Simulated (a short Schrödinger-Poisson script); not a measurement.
Structure: gated Al0.4Ga0.6N/GaN polarisation-induced gas, at 77 K.

```csv
layer,material,thickness (nm),Na (cm⁻³)
1,Al0.4Ga0.6N,20,-
2,GaN,6000,2e14
```

Constants are typed, rounded textbook-type inputs, not results; the design itself was drawn at random and stands for no fabricated device. Al0.4Ga0.6N: permittivity 9.26, conduction-band edge (eV) 0.58, gap (eV) 4.258, electron mass (mₑ) 0.248, Nv at 300 K (cm⁻³) 4.6e19. GaN: permittivity 9.5, conduction-band edge (eV) 0, gap (eV) 3.43, Nv at 300 K (cm⁻³) 4.6e19.

Channel valleys (confinement mass, in-plane density-of-states mass, number): Γ 0.2, 0.2, 1. At the gate the conduction-band edge of layer 1 lies 1.36 eV − eVg above the Fermi level of the channel; the field vanishes at the back. Sheet of polarisation charge: +2e13 e/cm² at 20 nm from the gate. The barrier under the gate holds no holes. Gaps are held at their typed values at every temperature. Mesh 0.08 nm at interfaces.

Solved with a short Schrödinger-Poisson script written for these runs: 1D Poisson equation in equilibrium, electrons quantum, Hartree plus LDA exchange-correlation (BenDaniel-Duke, 40 states a valley, the channel's in-plane mass for all, wave functions free to enter the barrier), parabolic valleys, classical holes, full ionisation, no traps, pinning or gate leakage.

The same stack at other levels of the model or other numerical settings:

| run | sheet density of all electrons at Vg = 0.5 V (cm⁻²) | sheet density of all electrons at Vg = -4.5 V (cm⁻²) | capacitance at Vg = 0.5 V (μF/cm²) | centroid of the channel electrons at Vg = 0.5 V (nm) | rough cost against the base |
|---|---|---|---|---|---|
| base | 1.80e13 | 5.83e12 | 0.396 | 1.52 | about 1 |
| electrons treated as classical, Boltzmann | 1.90e13 | 6.26e12 | 0.408 | 0.23 | 0.01 |
| electrons treated as classical, Fermi-Dirac | 1.79e13 | 5.85e12 | 0.388 | 1.48 | 0.05 |
| electrons treated as quantum, Hartree | 1.79e13 | 5.73e12 | 0.395 | 1.67 | 0.5 |
| mesh six times as coarse | 1.80e13 | 5.82e12 | 0.396 | 1.46 | 0.3 |
| one subband a valley | 1.80e13 | 5.83e12 | 0.394 | 1.23 | 0.3 |

The classical rows ignore confinement, and Boltzmann statistics overrate the density once the band edge passes the Fermi level.
